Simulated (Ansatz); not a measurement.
Take HfC in the rock salt structure (space group Fm-3m, No. 225; a = 4.6407 Å) as the base. Axes: x, y, z lie along the cube axes.

All numbers come from DFT with r2SCAN, PAW potentials and a 500 eV plane-wave cutoff in Ansatz (a first-principles code), no spin-orbit coupling.

Before the change:

| Property | Value |
|---|---|
| Shortest interatomic distance | 2.320 Å |
| Band gap | zero |

Now apply this change: a free-standing slab of 2 layers (4 atoms, 2 a layer) is cut normal to the z axis, with 15 Å of vacuum and the in-plane cell held at bulk.

Task: What happens to the excess energy per area of both faces?

Result: The excess energy per area of both faces (slab less bulk energy over the cell's area: twice a surface energy) comes out as 3.92 J/m² (uncertain by up to 0.06 J/m²).

Task: How does this affect the shortest interatomic distance?

Result: The shortest interatomic distance shrinks by 0.121 Å to 2.199 Å.

Task: What does the calculation give for the band gap after the change?

Result: The band gap stays zero.

The excess energy carries the mismatch between the slab's and the bulk's meshes. Spin-orbit coupling, missing from the scalar runs, can matter with Hf. Stability against distortions was not tested. The final runs are not spin-polarised.
